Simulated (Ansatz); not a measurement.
Take GaSb in the zinc blende structure (space group F-43m, No. 216) as the base.

```xyz
2
Lattice="0.0000 3.0662 3.0662 3.0662 0.0000 3.0662 3.0662 3.0662 0.0000" Properties=species:S:1:pos:R:3 pbc="T T T"
Ga     0.0000     0.0000     0.0000
Sb     1.5331     1.5331     1.5331
```

Cartesian axes are those of the cell as printed.

The values are results of Ansatz (a first-principles code), r2SCAN, PAW, cutoff 500 eV, without spin-orbit coupling, not measurements.

Strains are applied to the cell and any free atomic positions relax; under biaxial strain the out-of-plane vector relaxes too.

One change was made to it. Results:

The pressure (mean of the normal stresses, compression positive) shrinks by 3.1 kbar (0.1 kbar → -3.0 kbar); the energy goes up by 0.4 meV/atom.

Name the change that was made.
(A) biaxial strain +0.50 %, plane normal [001], relaxed out of plane
(B) biaxial strain +1.50 %, plane normal [001], relaxed out of plane
(C) biaxial strain +2.50 %, plane normal [001], relaxed out of plane

A, biaxial strain +0.50 %, plane normal [001], relaxed out of plane. For comparison, the energy relative to the base in the other runs: biaxial strain +1.50 %, plane normal [001], relaxed out of plane gives +3.5 meV/atom; biaxial strain +2.50 %, plane normal [001], relaxed out of plane gives +9.6 meV/atom.

Stability against distortions was not tested. The final runs are not spin-polarised.
